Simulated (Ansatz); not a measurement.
Worked example: self-consistent single point of Si (P1, 4 atoms in the cell) in Ansatz (a first-principles code).

Computed with LDA (PW92), default PAW files made with PBE (plane waves; Ansatz).

The change in words: lattice scaled by 0.98. Reference geometry:
```
CELL_PARAMETERS angstrom
      3.83132     0.00000     0.00000
     -1.91566     3.31802     0.00000
      0.00000     0.00000     6.33262
ATOMIC_POSITIONS crystal
  Si 0.32960 0.66628 0.06911
  Si 0.66692 0.32876 0.93630
  Si 0.65714 0.32969 0.56058
  Si 0.34633 0.67527 0.43400
```

Reference input (self-consistent single point, DFT, LDA (PW92), plane waves, default PAW files made with PBE): kpoints.mp_grid.grid = 7 7 4; hamiltonian.xc = lda; hamiltonian.pseudopotentials = {kind: paw} (the program's default PAW files); scf.occupations.method = fermi_dirac; scf.occupations.width = 0.01 eV. This run's input differs from it in these lines:

```diff
@@ -2,5 +2,5 @@
   lattice:
-    - [3.83132000, 0.00000000, 0.00000000]
-    - [-1.91566000, 3.31802000, 0.00000000]
-    - [0.00000000, 0.00000000, 6.33262000]
+    - [3.75469400, 0.00000000, 0.00000000]
+    - [-1.87734700, 3.25166000, 0.00000000]
+    - [0.00000000, 0.00000000, 6.20596800]
   atoms:
```

Output (repeated stretches shortened):

```
SCF iter   1: F=—  HF=-2434.445941 eV  |F-HF|=—  |Δ(HF+E_count)|=         —  Δρ=3.85e-3  dr2=7.43e-3  ethr=1.77e-3  ⟨swp⟩=6.4  Hψ=8818  notcnv=0
all-band conjugate gradients solve this SCF's bands
preconditioner: auto → Kerker (q_TF=auto, 2.105 Å⁻¹)
SCF iter   2: F=—  HF=-2434.444906 eV  |F-HF|=—  |Δ(HF+E_count)|=   1.03e-3  Δρ=2.23e-3  dr2=2.59e-3  ethr=4.65e-5  ⟨swp⟩=2.3  Hψ=2438  notcnv=0
   [... lines left out ...]
SCF iter   4: F=—  HF=-2434.444211 eV  |F-HF|=—  |Δ(HF+E_count)|=   4.54e-6  Δρ=1.00e-4  dr2=4.13e-5  ethr=1.53e-7  ⟨swp⟩=2.3  Hψ=1959  notcnv=0
SCF iter   5: F=—  HF=-2434.444202 eV  |F-HF|=—  |Δ(HF+E_count)|=   8.41e-6  Δρ=3.72e-5  dr2=5.91e-6  ethr=1.53e-7  ⟨swp⟩=2.0  Hψ=1682  notcnv=0
SCF iter   6: F=—  HF=-2434.444201 eV  |F-HF|=—  |Δ(HF+E_count)|=   1.30e-6  Δρ=7.31e-6  dr2=1.80e-7  ethr=3.69e-8  ⟨swp⟩=2.0  Hψ=1646  notcnv=0
SCF iter   7: F=-2434.444201 eV  HF=-2434.444201 eV  |F-HF|=2.91e-10  |Δ(HF+E_count)|=   5.33e-8  Δρ=1.87e-6  dr2=3.20e-9  ethr=6.25e-10  ⟨swp⟩=5.7  Hψ=5746  notcnv=0
SCF 1 converged in 7 iterations: F = -2434.444201 eV  dr2 = 3.20e-9
Free energy (F): -2434.444201 eV
Internal energy: -2434.444008 eV  (E = F + TS)
E sigma→0 (E₀):  -2434.444104 eV
Entropy (-TS):   -0.000193 eV (-0.048 meV/atom)
Fermi energy:    7.141944 eV
--- Forces (eV/Å), atoms counted from 1 ---
  atom   1  Si     0.30875519    -0.14806889    -0.84610184
  atom   2  Si    -0.31759502     0.15342826     0.11877878
  atom   3  Si     0.77084904     0.49442663     0.21566354
  atom   4  Si    -0.76200835    -0.49978564     0.51166896
--- Stress (GPa, compression-positive) ---
        2.420946      -0.901258       1.341526
       -0.901258       4.666848       0.444080
        1.341526       0.444080       5.467999
  P = ⅓ Tr σ = 4.1853 GPa (41.853 kbar)
  The stress holds the Pulay correction. Without it, at fixed plane waves, as pw.x and ABINIT print it: P = 4.1354 GPa
```

The run converged in 7 iterations. Against the reference run the free energy goes up by 7.4 meV/atom, the pressure goes from -1.88 to 4.19 GPa and the largest force goes from 0.961 to 1.045 eV/Å.

The starting cell comes from a database of computed structures (which also holds hypothetical and non-ambient phases and stackings), without a prior relaxation at this level. Its atoms were displaced at random from the sites of space group no. 194. For this run, on top of that: lattice scaled by 0.98. With a pressure of about 4 GPa the cell is away from its equilibrium volume at this level. Forces in this geometry exceed 1 eV/Å. Ansatz's pressure includes its estimate of the finite-basis (Pulay) stress.

Keys are those of Ansatz 0.2.
